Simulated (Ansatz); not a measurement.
Here is the system:

```
MgSe
1.0
    3.85988     0.00000     0.00000
    1.92994     3.34275     0.00000
    1.92994    -1.11425     3.08965
Mg Se
1 1
Cartesian
  0.00000   0.00000   0.00000
  1.92994   1.11425   1.54483
```

No spin polarisation.

All numbers come from LDA (Ansatz, an electronic-structure program; PAW; 420 eV plane waves; no SOC). Settings: 11×11×11 k-points, 0.05 eV Fermi–Dirac smearing.

Question: What is the computed hole mass?

Answer: 0.12 mₑ out of plane, 1.8 mₑ in plane (at Γ).

Question: What gap character does the calculation give?

Answer: Indirect, Γ → F.

The cells carry an imposed strain or load. Masses are band curvatures over ±0.01 Å⁻¹ around the edge. Stability against distortions was not tested. The cell was made from MgSe in the rock salt structure (space group Fm-3m, No. 225) by this change: biaxial strain +1.25 %, plane normal [111], relaxed out of plane.
